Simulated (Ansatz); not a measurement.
Levels about the gap of amorphous Si₂₄O₄₉Be (74 atoms in a cell of 1105 Å³, 2.20 g/cm³; zone centre alone, so wide bands show as single levels with stretches between that a denser mesh fills), at the geometry that PBE relaxed, where it gives 0.6 GPa on a denser mesh. Exact exchange is cut at the faces of this small cell, which leaves a finite-size error. The participation number counts the atoms over which a state spreads; weights are charges in smoothed Voronoi cells. The levels come from a single point, so bond lengths are those of that geometry. Method of the levels: HSE06, scalar-relativistic without spin-orbit coupling (Ansatz, a program for electronic structure). Sampling: the zone centre alone; Fermi-Dirac width 0.02 eV; no spin polarisation. At PBE the levels at the filled edge of the gap are localised (band-tail or defect states), and the nearest spread-out levels lie 5.4 eV apart at the zone centre.

It comes from a melt-quench run on a machine-learned potential (CHGNet), relaxed afterwards by DFT. O atoms were pushed apart under 1.9 Å during the dynamics, to hinder bonds among them. The hot cell started wider than the set density and was brought back towards it in steps. It is the lowest in DFT energy of 2 quenches. It is a model cell: composition and starting density were chosen by hand, and all elements were melted together. No dispersion term was used. Its density started from a set value of 2.20 and ended at 2.20 g/cm³. The quench (nominally 320 K/ps over its main leg) was far faster than any real one, so the model tends to hold more defects than a real film. A cell of this size samples the disorder only roughly. The volume was held where the preparation left it and the shape relaxed, at a PBE pressure of 0.6 GPa. Stress components on the final sampling reach 0.6 GPa.

```json
[
 {"E - E(highest filled), eV": "-0.53", "filling": "filled", "participation number": "13.2", "largest on": "O, 2 neighbours", "weight O": "0.94", "weight Si": "0.04", "weight Be": "0.02"},
 {"E - E(highest filled), eV": "-0.45", "filling": "filled", "participation number": "21.9", "largest on": "O, 2 neighbours", "weight O": "0.96", "weight Si": "0.04", "weight Be": "0.00"},
 {"E - E(highest filled), eV": "-0.39", "filling": "filled", "participation number": "18.1", "largest on": "O, 2 neighbours", "weight O": "0.96", "weight Si": "0.03", "weight Be": "0.00"},
 {"E - E(highest filled), eV": "-0.31", "filling": "filled", "participation number": "6.4", "largest on": "O, 2 neighbours", "weight O": "0.94", "weight Si": "0.04", "weight Be": "0.02"},
 {"E - E(highest filled), eV": "-0.26", "filling": "filled", "participation number": "5.3", "largest on": "O, 2 neighbours", "weight O": "0.96", "weight Si": "0.04", "weight Be": "0.00"},
 {"E - E(highest filled), eV": "-0.06", "filling": "filled", "participation number": "4.1", "largest on": "O, 2 neighbours", "weight O": "0.94", "weight Si": "0.03", "weight Be": "0.02"},
 {"E - E(highest filled), eV": "0.00", "filling": "filled", "participation number": "4.2", "largest on": "O, 2 neighbours", "weight O": "0.95", "weight Si": "0.03", "weight Be": "0.02"},
 {"E - E(highest filled), eV": "6.84", "filling": "empty", "participation number": "62.1", "largest on": "O, 2 neighbours", "weight O": "0.75", "weight Si": "0.24", "weight Be": "0.01"},
 {"E - E(highest filled), eV": "8.33", "filling": "empty", "participation number": "34.2", "largest on": "Si, 4 neighbours", "weight O": "0.66", "weight Si": "0.34", "weight Be": "0.00"},
 {"E - E(highest filled), eV": "8.60", "filling": "empty", "participation number": "46.0", "largest on": "O, 2 neighbours", "weight O": "0.69", "weight Si": "0.29", "weight Be": "0.01"},
 {"E - E(highest filled), eV": "8.80", "filling": "empty", "participation number": "40.5", "largest on": "O, 2 neighbours", "weight O": "0.77", "weight Si": "0.22", "weight Be": "0.01"},
 {"E - E(highest filled), eV": "8.92", "filling": "empty", "participation number": "40.3", "largest on": "O, 2 neighbours", "weight O": "0.78", "weight Si": "0.21", "weight Be": "0.01"}
]
```

Most localised among these is the filled level at -0.06 eV, on a O atom, which has 2 neighbours (Be 1.49 Å, Si 1.60 Å).
